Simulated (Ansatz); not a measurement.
Al: energy against volume

Al (fcc, Fm-3m, 15.904 Å³/atom and stress up to 0.01 GPa in the relaxed cell, cube axes along x, y and z) under hydrostatic pressure, with the cell free. r2SCAN in Ansatz, a plane-wave DFT program (PAW, default set), 500 eV, 20×20×20 Γ-centred mesh, Fermi-Dirac smearing 0.05 eV.

Here V stands for volume and E for E less E0.

```csv
volume (Å³/atom),E less E0 (meV/atom),pressure (GPa)
16.2696,2.43,-2.00
16.0811,0.61,-1.00
15.9044,0.00,0.00
15.7551,0.38,0.90
15.5675,2.07,2.10
15.2265,8.96,4.48
14.6703,?,?
```

Taking the third-order Birch-Murnaghan form, a cubic in V^(-2/3) for E over the 6 complete rows: With u = V^(-2/3) - 0.1589, the rows have u = -0.0031545, -0.0019398, -0.0007794, 0.0002180, 0.0014937, 0.0038796. Least squares gives E = 0.224 + 608.8·u + 418644·u² + 1250370·u³. Residuals (row less fit): 0.000, 0.001, -0.003, 0.003, -0.002, 0.000; standard error 0.004 (degrees of freedom: 2). Its minimum lies at u = -0.0007295, so V0 = (0.1581705)^(-3/2) = 15.90. There d²E/du² = 831800 and d³E/du³ = 7502000, so B0 = (4/9) × 15.90^(-7/3) × 831800 × 0.160218 = 93.2 GPa (the last factor turns the table's units into GPa), and B0' = 4 + (2/3) × 0.1581705 × (7502000)/831800 = 5.0. B0' rests on the cubic coefficient alone and has a standard error of 0.1 from these residuals.

Task: Estimate the missing E (V = 14.6703); what did the run itself give?

Result: u = 0.0079684, so E = 0.224 + 608.8 × 0.0079684 + 418644 × 0.0079684² + 1250370 × 0.0079684³ = 32.290 meV/atom. The calculation gives 32.06 meV/atom, 0.230 meV/atom below the prediction (0.7 % of the range of E in the table). The row lies outside the fitted rows, so this is an extrapolation. The scatter of the fitted rows lies at the last printed digit.

In a metal these values are sensitive to mesh and smearing; energies are taken to zero smearing, stresses follow the free energy. Other structures, which can take over under pressure, weren't tried. The same form fitted to the pressure column gives B0' = 4.6; series where the two differ by over 0.4 aren't shown. Rows are the converged runs of the series near zero and its far end, less any whose ions stayed unrelaxed beside relaxed ones; series whose fitted rows scatter by over a few per cent of the range, as at a crossing or softening among them, aren't shown in this form.
